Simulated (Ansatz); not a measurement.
Start from MoTe2 (space group P6_3/mmc, No. 194; a = 3.497 Å, c = 13.696 Å; layered, stacked along the Cartesian z axis). Axes: x lies along a and z along c of the hexagonal cell.

Computed with PBE-D3(BJ) (Ansatz, an electronic-structure program), no spin-orbit coupling.

Perturbation: biaxial strain −1.20 %, plane normal [001], relaxed out of plane (Cartesian); in-plane vectors clamped, the third vector and the atoms free.

### Question
Predict the new ratio −ε⊥/ε∥.

### Answer
The ratio −ε⊥/ε∥ amounts to 0.46.

No phonon test of stability was made. The program warned that a D3 coordination switch lies within reach, so dispersion energies are less smooth here.
